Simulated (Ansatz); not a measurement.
**Cu on the 1x1 (0001) surface of hcp Sc, one in a 2x2 cell, started at the site 'hollow Sc-Sc-Sc'**

Method: PBE (plane waves to 420 eV, PAW; Ansatz, a first-principles code).

Slab: 17 atoms, 7.6 Å thick at the start under the adsorbate (thin: gaps and levels are the slab's own); k 5x5x1, smearing 0.1 eV, dipole-corrected; 8 atoms held, the rest relaxed; symmetry of the start imposed; no spin, no spin-orbit, no U, no dispersion correction. At the end it is bonded to 3 Sc. In PBE it is, or lies within 0.03 eV of, the lowest of the starts that converged.

| Quantity | Result |
|---|---|
| adsorption energy against an atom of fcc Cu | 0.062 eV |
| work function of the top face | 3.85 eV |
| change of the work function | 0.27 eV |
| change of the step from the bottom to the top vacuum level, against the clean slab | 0.27 eV |
| energy released by relaxation | 0.45 eV |
| height of the binding atom over the mean of the host atoms within 0.3 Å of the top one | 1.899 Å |
| nearest host atoms of the binding atom | Sc at 2.69 Å, Sc at 2.69 Å, Sc at 2.69 Å |
| largest move of a host atom | 0.10 Å |
| cost | around 2.5 core-minutes (rough) |

A negative adsorption energy means that the adsorbate is more stable on the surface than in its reference.
